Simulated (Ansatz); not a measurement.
## Computed paths: interstitial P in bcc Mo, neutral cell

Defect: interstitial P in bcc Mo, neutral cell. Computed with PBE, PAW (plane waves to 420 eV; Ansatz, a program for electronic structure).

Cell of 36 host sites held at the relaxed PBE lattice; a 2×2×3 k-point mesh shifted by half a step; Fermi-Dirac width 0.10 eV, spin-restricted; finite-size errors left in. No zero-point or tunnelling terms. Sites that were not tried may lie lower.

Barriers: single points on a 3×3×5 k-point mesh shifted by half a step at the bands' geometries.

```tsv
Route	Start site over the lowest site run (eV)	Hop (Å)	Forward barrier (eV)	Backward barrier (eV)	Neighbours at the start	Neighbours at the saddle	Saddle order	Forward, on the band's own sampling (eV)
several atoms move together, P the farthest	0.00	2.21	0.82	0.82	2 Mo at 2.18, 4 Mo at 2.32 Å	Mo at 2.16, 2 Mo at 2.23, Mo at 2.47, Mo at 2.52 Å	not checked, on a symmetry element	0.79
```

Paths come from climbing-image nudged elastic band runs.  A band can be held on a symmetry element, so unchecked saddle points there may be too high.

The whole set of runs took very roughly 4 core-hours.
